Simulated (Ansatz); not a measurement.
Lattice parameter a of BAs (model structure, started from the rocksalt type, Fm-3m, No. 225, 2 atoms in the cell) at several levels of theory

No measured value is used here.

```json
[
 {"level (code)": "LDA (Ansatz)", "value (Å)": "?"},
 {"level (code)": "PBE (Ansatz)", "value (Å)": "4.614"},
 {"level (code)": "PBEsol (Ansatz)", "value (Å)": "4.568"},
 {"level (code)": "PBE-D3(BJ) (Ansatz)", "value (Å)": "4.558"},
 {"level (code)": "r²SCAN (Ansatz)", "value (Å)": "?"},
 {"level (code)": "r²SCAN+rVV10 (Ansatz)", "value (Å)": "4.591"}
]
```

Problem. Fill in the missing entries.

Solution. 
- LDA (Ansatz, a first-principles code), value (Å): 4.539
- r²SCAN (Ansatz), value (Å): 4.600

Cutoffs differ between the levels. Ansatz's density-functional and Hartree–Fock values are scalar-relativistic unless marked +SOC, with PAW data made under PBE.

A model structure was made by putting elements into a prototype or built by hand; it is no filed structure, need not be a known phase, and can be a saddle point held by its symmetry.
